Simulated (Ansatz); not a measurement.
Base system: MgTe in the zinc blende structure (space group F-43m, No. 216; a = 6.3681 Å). Axes: x, y, z lie along the cube axes.

The values are results of Ansatz (a quantum-chemistry and plane-wave program) LDA, spin-orbit coupling left out, not measurements.

Base values:

```
Quantity                                     Value
-----------------------------  -------------------
Band gap                                   2.38 eV
Electron mass                       0.16 mₑ (at Γ)
Valence-band top at Γ          0.00, 0.00, 0.00 eV
Shortest interatomic distance              2.757 Å
```

One thing is altered: tensor shear ε_xy = +0.57 % (engineering shear γ = 0.0114), atoms relaxed at fixed cell.

Task: How does this affect the band gap?

Result: The band gap drops by 0.04 eV to 2.34 eV.

Task: How does this affect the electron mass?

Result: The electron mass remains 0.16 mₑ (at Γ).

Task: Estimate the effect on the valence-band top at Γ.

Result: The valence-band top at Γ (three highest levels, from the VBM) goes from 0.00, 0.00, 0.00 eV to 0.00, -0.04, -0.07 eV.

Task: What does the calculation give for the stress after the change?

Result: The stress (xx, yy, zz, yz, xz, xy; compression positive) amounts to (0.01, 0.01, 0.00, 0.00, 0.00, -0.20) GPa.

Task: What does the calculation give for the shortest interatomic distance after the change?

Result: The shortest interatomic distance decreases by 0.002 Å, from 2.757 Å to 2.755 Å.

Spin-orbit coupling, missing from the scalar runs, can matter with Te. The cells carry an imposed strain or load. Effective masses come from finite differences of ±0.01 Å⁻¹. Stability against distortions was not tested.
